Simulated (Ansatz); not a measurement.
## Hypothetical P-3m1 In2O3: pressure series

Consider In$_{2}$O$_{3}$ (space group P-3m1, No. 164; a = 3.419 Å, c = 6.094 Å; a hypothetical phase, not in the database extracts checked).

Cell and atoms are relaxed at each pressure.

Level of theory: PBEsol/PAW in Ansatz (a program for electronic structure), no SOC.

Two rows of this table had their results exchanged by mistake.

| pressure | volume per atom (Å³) | shortest distance (Å) | band gap |
|---|---|---|---|
| pressure 0.3 GPa | 12.31 | 2.085 | 0.71 eV |
| pressure 0.7 GPa | 12.27 | 2.084 | 0.72 eV |
| pressure 1.5 GPa | 11.93 | 2.074 | 0.80 eV |
| pressure 3 GPa | 12.08 | 2.079 | 0.77 eV |
| pressure 5 GPa | 12.20 | 2.082 | 0.74 eV |
| pressure 7.5 GPa | 11.75 | 2.069 | 0.85 eV |
| pressure 10 GPa | 11.60 | 2.063 | 0.89 eV |

Q: Which two?

A: The rows for pressure 1.5 GPa and pressure 5 GPa: the volume has to fall steadily with pressure, so 12.20 Å³ belongs to pressure 1.5 GPa and 11.93 Å³ to pressure 5 GPa.

Load acts through the strain it causes; cell and atoms are relaxed under it. Stability against distortions was not tested. No other phases were tried under pressure. The base started in P3m1 and relaxed to P-3m1 at this level.
